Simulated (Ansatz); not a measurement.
The starting structures come from a database of crystals and need not be the phases stable at ambient conditions.

 Where the default PAW files enter, the runs use the earlier of Ansatz's two default sets.

Inside the gap of an insulator the Bloch states are evanescent, with a wavenumber k + iκ along the transport direction.

Data:

```
FeP4Si4
1.0
    4.86848     0.00000     0.00000
    1.85672     5.21715     0.00000
   -2.23120     0.27508     5.62183
Fe Si P
1 4 4
Direct
  0.00039   0.00012   0.00003
  0.31963   0.22296   0.21706
  0.76178   0.66168   0.43107
  0.65409   0.40075   0.88523
  0.15338   0.02867   0.69718
  0.84358   0.98854   0.30925
  0.36653   0.60013   0.11799
  0.23650   0.35801   0.56460
  0.67091   0.78084   0.76839
```

Space group of this cell: P1. The cell is taken as given; by PBEsol its mean pressure is -1.6 GPa.

Transport runs along the normal of the first two printed cell vectors.

The gap is the functional's own, uncorrected, and κ follows it; spin-orbit coupling is left out. Mid-gap values are interpolated between the computed energies.

**Question.** Compute, with PBEsol run with Ansatz (a first-principles code), the band gap and the smallest decay constant κ at mid-gap.

**Answer.** Gap 0.94 eV on a 8×6×6 mesh; κ = 0.173 1/Å, at (0.500, 0.000) of the in-plane reciprocal vectors. At the zone centre, at the nearest computed energy, the slowest state has κ = 0.20 1/Å.
